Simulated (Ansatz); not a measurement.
```yaml
crystal:
  lattice:
    - [3.84892, 0.00079, -0.06548]
    - [0.00027, 3.84840, 0.17369]
    - [0.45769, 0.68692, 27.64841]
  atoms:
    - { symbol: S, position: [0.95026, 0.64640, 0.08434] }
    - { symbol: S, position: [0.95096, 0.54724, 0.28145] }
    - { symbol: S, position: [0.45024, 0.09672, 0.18295] }
    - { symbol: S, position: [0.95105, 0.44895, 0.47849] }
    - { symbol: S, position: [0.45127, 0.99820, 0.37992] }
    - { symbol: Zn, position: [0.94970, 0.12177, 0.13359] }
    - { symbol: Zn, position: [0.45096, 0.67133, 0.03253] }
    - { symbol: Zn, position: [0.95111, 0.02275, 0.33068] }
    - { symbol: Zn, position: [0.45061, 0.57211, 0.23215] }
    - { symbol: Zn, position: [0.95121, 0.92277, 0.53024] }
    - { symbol: Zn, position: [0.45098, 0.47397, 0.42920] }
    - { symbol: Pd, position: [0.45186, 0.35166, 0.67045] }
    - { symbol: Pd, position: [0.95185, 0.85189, 0.67003] }
    - { symbol: Pd, position: [0.95156, 0.38918, 0.59608] }
    - { symbol: Pd, position: [0.45146, 0.88922, 0.59588] }
    - { symbol: Pd, position: [0.45212, 0.27790, 0.81819] }
    - { symbol: Pd, position: [0.95209, 0.77780, 0.81845] }
    - { symbol: Pd, position: [0.95204, 0.31472, 0.74442] }
    - { symbol: Pd, position: [0.45203, 0.81467, 0.74441] }
    - { symbol: Pd, position: [0.45223, 0.20384, 0.96690] }
    - { symbol: Pd, position: [0.95210, 0.70380, 0.96664] }
    - { symbol: Pd, position: [0.95218, 0.24092, 0.89238] }
    - { symbol: Pd, position: [0.45213, 0.74083, 0.89263] }
```

The first 11 atoms are the substrate (ZnS-zb), the rest the film (Pd).

Method: PBE (plane waves to 420 eV, PAW; Ansatz, a quantum-chemistry and plane-wave program). No spin–orbit coupling; the runs are not spin-polarised; PBE gaps are too small against experiment. Its k-point mesh 8×8×1, Fermi–Dirac width 0.05 eV.

Task: Describe the bonding at the interfaces and give the barriers.

Result: A periodic stack without vacuum, fcc Pd (0 0 1) on zinc-blende ZnS (0 0 1) (film strained to the substrate, started from cuts of the bulks and a machine-learned relaxation; slabs S5Zn6 and Pd12, which can lie off the formulas): substrate slab S5Zn6, film Pd12, surface cells [[1, 0], [1, 1]] and [[0, -1], [2, 1]], film strained by -2.4 and -2.4 %, outermost planes Zn/Zn and Pd/Pd as cut, which need not be the usual terminations and can put a slab off its formula.
```
Item                                                                                        Value
--------------------------------------------------------------------------------  ---------------
interface area                                                                            14.8 Å²
period                                                                                    27.59 Å
heights between the nearest atoms of the two slabs at the two interfaces          1.81 and 1.81 Å
Pd–Zn contacts across the interfaces within 1.22 times the sum of covalent radii   8, mean 2.65 Å
hole barrier (PBE)                                                                        0.95 eV
electron barrier (PBE)                                                                    1.06 eV
```
